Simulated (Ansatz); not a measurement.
A self-consistent single point of Tl2Pd (P1, 6 atoms in the cell) with Ansatz (a quantum-chemistry and plane-wave program)

Computed with PBEsol, default PAW files made with PBE (plane waves; Ansatz).

This input was run:

Ansatz 0.2 input:
```yaml
# Tl2Pd
crystal:
  lattice:
    - [4.43624700, -3.39312900, 0.00000000]
    - [4.43624700, 3.39312900, 0.00000000]
    - [-3.74447900, 0.00000000, 4.43832500]
  atoms:
    - { symbol: Tl, position: [0.50474400, 0.83692400, 0.17770600] }
    - { symbol: Tl, position: [0.50001000, 0.16783000, 0.83356000] }
    - { symbol: Tl, position: [0.16783000, 0.50001000, 0.33356000] }
    - { symbol: Tl, position: [0.83217000, 0.49999000, 0.66644000] }
    - { symbol: Pd, position: [0.00080000, 0.99920000, 0.25000000] }
    - { symbol: Pd, position: [0.99920000, 0.00080000, 0.75000000] }
basis:
  ecutwfc: 420.0 eV
kpoints:
  mp_grid: { grid: [4, 4, 5] }
hamiltonian:
  xc: pbesol
  pseudopotentials: { kind: paw }
scf:
  occupations: { method: fermi_dirac, width: 0.1 eV }
output:
  forces: true
  eigenvalues: true
  stress: true
```

Output (repeated stretches shortened):

```
WARN ansatz: RAYON_NUM_THREADS=1 ignored (pool sized by the plan → 1); use --threads N
Pseudopotentials: kind: paw
Pseudopotential: Tl, paw, valence charge 13
Pseudopotential: Pd, paw, valence charge 18
Crystal: 6 atoms, lattice volume = 133.618 Å³
Basis set: ecut = 420 eV, 2633 PW (Γ), exchange–correlation on 80×80×80 points (8 copies of the dense FFT grid, shifted against one another)
Bands: 53, of which v1, the nominal top of the filled ones, is band 44 counted from 1 (43 counted from 0)
Symmetry: 1 space group operations
Space group: P1 (ITA 1), of the structure as read, at distance tolerance 5.1e-5 Å
k-points: 42 of 80 (time reversal used)
PAW frozen core: Tl, regenerated for the run's functional, and the local potential with it
PAW frozen core: Pd, regenerated for the run's functional, and the local potential with it
Initial density: superposition of atomic densities (neutral atoms: chi_scale 0, normalization atom), corrected by the library's trained network
Initial wavefunctions: pseudopotential atomic-orbital guess
Eigensolver: davidson
Functional: x = pbesol(κ = 0.804, μ = 0.12345679012345678), c = pbesol(β = 0.046)
SCF iter   1: F=—  HF=-58996.988061 eV  |F-HF|=—  |Δ(HF+E_count)|=         —  Δρ=6.62e-3  dr2=6.41e-2  ethr=1.77e-3  ⟨swp⟩=6.5  Hψ=8021  notcnv=0  defer=21
all-band conjugate gradients solve this SCF's bands
preconditioner: auto → Kerker (q_TF=auto, 2.545 Å⁻¹)
SCF iter   2: F=—  HF=-58996.977938 eV  |F-HF|=—  |Δ(HF+E_count)|=   1.01e-2  Δρ=2.75e-3  dr2=1.14e-2  ethr=7.29e-5  ⟨swp⟩=2.0  Hψ=3881  notcnv=0  defer=28
SCF iter   3: F=—  HF=-58996.975398 eV  |F-HF|=—  |Δ(HF+E_count)|=   2.54e-3  Δρ=6.00e-4  dr2=5.52e-4  ethr=1.30e-5  ⟨swp⟩=2.9  Hψ=3910  notcnv=0  defer=28
SCF iter   4: F=—  HF=-58996.975332 eV  |F-HF|=—  |Δ(HF+E_count)|=   6.58e-5  Δρ=1.48e-4  dr2=3.65e-5  ethr=6.27e-7  ⟨swp⟩=2.0  Hψ=3669  notcnv=0  defer=28
SCF iter   5: F=—  HF=-58996.975324 eV  |F-HF|=—  |Δ(HF+E_count)|=   7.44e-6  Δρ=3.55e-5  dr2=2.62e-6  ethr=4.15e-8  ⟨swp⟩=2.6  Hψ=3385  notcnv=0  defer=28
SCF iter   6: F=—  HF=-58996.975324 eV  |F-HF|=—  |Δ(HF+E_count)|=   2.30e-7  Δρ=9.90e-6  dr2=1.98e-7  ethr=2.98e-9  ⟨swp⟩=2.5  Hψ=3380  notcnv=0  defer=28
SCF iter   7: F=-58996.975324 eV  HF=-58996.975324 eV  |F-HF|=1.38e-8  |Δ(HF+E_count)|=   2.68e-8  Δρ=2.51e-6  dr2=2.02e-8  ethr=1.14e-10  ⟨swp⟩=8.0  Hψ=7897  notcnv=0
SCF 1 converged in 7 iterations: F = -58996.975324 eV  dr2 = 2.02e-8
SCF converged after 7 iterations
Free energy (F): -58996.975324 eV
Harris-Foulkes:  -58996.975324 eV  (|F-HF|=1.38e-8)
Internal energy: -58996.869892 eV  (E = F + TS)
E sigma→0 (E₀):  -58996.922608 eV
Entropy (-TS):   -0.105432 eV (-17.572 meV/atom)
Fermi energy:    13.445048 eV
--- Per-component energies (eV) ---
  E_band       = -326.147072
  E_kinetic    = 2370.804043
  E_local      = -8368.225860  (includes V_loc(G=0)·N_el)
  E_nonlocal   = 1716.891555
  E_hartree    = 3356.175182
  E_xc         = -1249.135209
  E_vxc        = -990.151279  (∫ρ·V_xc dr)
  E_paw        = -47448.682676  (= ΣΔE_a)
  E_vpaw       = -1767.820087  (= ΣTr[D̂ρ^β])
  E_aug_tail   = 0.000526  (compensation charges beyond the density's cutoff)
  E_ewald      = -9375.455562
  E_core_change = 0.758108  (= ΣΔE_core)
  E_smearing   = -0.105432  (= −TS)
  E_closure    = 0.000000  (closes the sum)
  Σ components = -58996.975324   (vs F -58996.975324, Δ=0.00e0)
--- Forces (eV/Å), atoms counted from 1 ---
  atom   1  Tl     0.01301515     0.05615566    -0.14569403
  atom   2  Tl    -0.05356550     0.00043430     0.03650744
  atom   3  Tl    -0.02522921     0.02387436    -0.00192869
  atom   4  Tl     0.03974508    -0.02424327     0.05038674
  atom   5  Pd     0.01006522    -0.00360645    -0.00788975
  atom   6  Pd     0.01596747    -0.05261117     0.06861794
  max |Σ_I F_I| component: 3.43e-6 eV/Å
--- Stress (GPa, compression-positive) ---
       -2.018765      -0.046391       0.117186
       -0.046391      -1.868695       0.022270
        0.117186       0.022270      -1.426678
  P = ⅓ Tr σ = -1.7714 GPa (-17.714 kbar)
  The stress holds the Pulay correction. Without it, at fixed plane waves, as pw.x and ABINIT print it: P = -1.8202 GPa
--- Band table (eV; the first three rows and the last of 42) ---
  k-point 0: bands = ["-70.7984", "-70.7895", "-36.6164", "-36.5890", "-36.5851", "-36.5745", "-36.5725", "-36.4894", "1.6140", "1.7251", "1.7466", "1.7545", "1.7976", "1.8084", "1.8566", "1.9241", "1.9352", "1.9492", "1.9861", "2.0881", "2.0906", [...]
  k-point 1: bands = ["-70.7975", "-70.7903", "-36.6055", "-36.5881", "-36.5841", "-36.5752", "-36.5731", "-36.5012", "1.6535", "1.6586", "1.6922", "1.7220", "1.8014", "1.8229", "1.8584", "1.9107", "1.9225", "1.9390", "2.0474", "2.0536", "2.0805", [...]
  k-point 2: bands = ["-70.7953", "-70.7925", "-36.5865", "-36.5853", "-36.5816", "-36.5771", "-36.5656", "-36.5317", "1.6180", "1.6372", "1.6617", "1.7169", "1.8284", "1.8349", "1.8462", "1.8618", "1.8767", "1.9395", "2.0500", "2.0707", "2.0826", [...]
  k-point 41: bands = ["-70.7953", "-70.7925", "-36.5867", "-36.5855", "-36.5816", "-36.5771", "-36.5655", "-36.5316", "1.6321", "1.6465", "1.6815", "1.7038", "1.7951", "1.8339", "1.8503", "1.8739", "1.9128", "1.9525", "2.0178", "2.0625", "2.0724", [...]
```

The run converged in 7 iterations.

The starting cell comes from a database of computed structures (which also holds hypothetical and non-ambient phases and stackings), without a prior relaxation at this level. Its lattice was rescaled by up to half a per cent. One atom was moved a little off its site on purpose. Spin-orbit coupling is off. Spin polarisation is off. Ansatz's pressure includes its estimate of the finite-basis (Pulay) stress.
